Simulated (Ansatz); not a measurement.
System: N vacancy in wurtzite AlN (charge state +3). Level of theory: PBE, PAW (plane waves to 420 eV; Ansatz, an electronic-structure program).

Settings: 72 host sites, the relaxed PBE lattice, the Γ point alone, smearing 0.01 eV, spin-restricted, no image-charge correction. No zero-point or tunnelling terms. The charge state is imposed; whether it is stable for some Fermi level was not computed. Forms of the defect that were not tried may lie lower.

Barriers: single points on a 2×2×2 k-point mesh shifted by half a step along c at the bands' geometries (they differ from the bands' own by up to 0.22 eV, and are uncertain by about as much).

A. a nearby N atom hops onto the vacant site; the atom moves 3.15 Å along (-0.67, -0.34, -0.51) of the unit cell; the moving atom starts with neighbours Al at 1.84, Al at 1.90, 2 Al at 1.95 Å and ends with Al at 1.83, 2 Al at 1.90, Al at 1.94 Å; saddle order inconclusive.
B. a nearby N atom hops onto the vacant site; the atom moves 3.12 Å along (0.00, 1.00, 0.00) of the unit cell; the moving atom starts with neighbours Al at 1.82, 2 Al at 1.91, Al at 1.94 Å and ends with Al at 1.82, 2 Al at 1.91, Al at 1.94 Å; saddle order first order.

**Question.** Put the candidates in order of forward barrier, lowest first, for PBE, PAW.

**Answer.** A (2.80 eV), B (3.04 eV)
